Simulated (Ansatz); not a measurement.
## Effect of isotropic strain +2.52 % on BP

The reference is BP in the zinc blende structure (space group F-43m, No. 216; a = 4.537 Å).

It is then changed as follows: an isotropic linear strain of +2.52 %; the atoms relax in the strained cell.

All numbers come from r2SCAN (Ansatz, an electronic-structure program; PAW; 500 eV plane waves; no spin-orbit coupling). k-mesh 12×12×12 (Γ-centred); smearing 0.05 eV (Fermi–Dirac).

| quantity | base | changed | shift |
|---|---|---|---|
| volume per atom | 11.67 Å³ | 12.58 Å³ | +0.905 Å³ |
| space group | F-43m (No. 216) | F-43m (No. 216) | – |
| shortest interatomic distance | 1.964 Å | 2.014 Å | +0.050 Å |
| energy relative to the base (free energy F) | 0 meV/atom | +33 meV/atom | +33 meV/atom |
| pressure | -0.01 GPa | -10.98 GPa | -10.979 GPa |
| band gap | 1.41 eV | 1.51 eV | +0.10 eV |
| gap character | indirect, Γ → Γ–X (83 % along) | indirect, Γ → Γ–X (83 % along) | – |
| smallest direct gap | 3.60 eV | 3.50 eV | -0.10 eV |
| mean gap deformation potential ΔEg/Δln V | – | +1.4 eV | – |
| electron mass | 1.3 mₑ along k, 0.22 mₑ across (off the special points) | 1.2 mₑ along k, 0.22 mₑ across (off the special points) | – |
| hole mass (degenerate bands, along [100]) | 0.24, 0.24, 0.32 mₑ (at Γ) | 0.25, 0.25, 0.28 mₑ (at Γ) | – |

Final structure:

```yaml
crystal:
  lattice:
    - [0.00000, 2.32545, 2.32545]
    - [2.32545, 0.00000, 2.32545]
    - [2.32545, 2.32545, 0.00000]
  atoms:
    - { symbol: P, position: [0.75000, 0.75000, 0.75000] }
    - { symbol: B, position: [0.00000, 0.00000, 0.00000] }
```

Effective masses come from finite differences of ±0.01 Å⁻¹. Along k means along the line from Γ to the band edge. Stability against distortions was not tested.
